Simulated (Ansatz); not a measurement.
**zinc-blende GaP: the defect As on the P site**

Computed with PBE, PAW (plane waves to 420 eV; Ansatz, a program for electronic structure). Cell: 64 sites, 2×2×2 repeats of a cell of 8 atoms; final energies on a 2×2×2 shifted mesh. Site at the start: the P site. Finite-size correction: monopole term and site-potential alignment. Dielectric constants: PBE linear response of the host. Host gap at this level: 1.57 eV. These values are not converged in cell size to better than tenths of an eV. The semilocal functional narrows the gap, so deep levels can fall outside it. Spin–orbit coupling is left out. Each state is the lowest found from its start.

Formation energies E_f are given with the Fermi level at the valence-band maximum. Chemical conditions: Ga-rich (Δμ(P) = -0.86 eV, Δμ(As) = -0.70 eV, bounded by zinc-blende GaAs; only phases computed here count, gases as isolated molecules at 0 K). Reference phases: As: rhombohedral As, P: black phosphorus.

Charges with a result: +1, 0, −1. Others weren't obtained, and one of them could lie lower, also by skipping a charge.

```tsv
charge	moment (μB)	largest move off a lattice site (Å)	image correction with alignment (eV)	E_f, Ga-rich (eV)
+1*	quenched	0.07	–	–
0	not spin-polarised	0.07	0.00	0.06
−1*	quenched	0.07	–	–
```

* At this level the carrier isn't localised at the defect: at charge +1 holes occupy the valence band; at charge −1 electrons occupy the conduction band. Such a state is shallow or no state of the defect, and this cell gives it no level.

Starting moments that weren't kept: charge +1 began with 1 μB and ended with 0.0; charge −1 began with 1 μB and ended with 0.0.
